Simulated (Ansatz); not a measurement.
The reference is TlSe (space group I4/mcm, No. 140; a = 7.9444 Å, c = 6.9691 Å). Axes: x, y, z lie along a, b, c of the conventional cell.

Level of theory: PBEsol (Ansatz, an electronic-structure program), scalar-relativistic without spin-orbit coupling.

For the base:

The band gap comes out as zero.

Modification: the cell is compressed by 1.59 % along x with no lateral relaxation; the atoms relax in the strained cell.

### Question
Estimate the effect on the energy relative to the base, largest internal atomic displacement and band gap.

### Answer
The energy increases by 0.9 meV/atom; the largest internal atomic displacement amounts to 0.016 Å; the band gap remains zero.

With Tl present, leaving out spin-orbit coupling can change the band edges. Stability against distortions was not tested. All final runs are without spin polarisation. The zero or small gap of TlSe can change with the level of theory.
